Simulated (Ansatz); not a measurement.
SiO₂ (P4₃2₁2, No. 96), treated with r²SCAN (PAW; Ansatz, a first-principles code).

Numerical settings: plane-wave cutoff 560 eV, 8×8×6 k mesh (along the axes of the cell as run), Fermi–Dirac smearing 0.01 eV, scalar-relativistic PAW data made under PBE.

Cell (relaxed at this level):

Space group P4₃2₁2 (No. 96); a = b = 4.9817 Å, c = 6.9193 Å, α = β = γ = 90.00°

```
atom  site  symmetry       x       y       z
----  ----  --------  ------  ------  ------
Si      4a       ..2  0.1978  0.1978  0.0000
O       8b         1  0.3913  0.2617  0.1812
```

**Question.** Give the computed band gap.

**Answer.** 
band gap: 6.35 eV (direct)

Computed values are for the static lattice.

The result took around 80 core-seconds (rough).
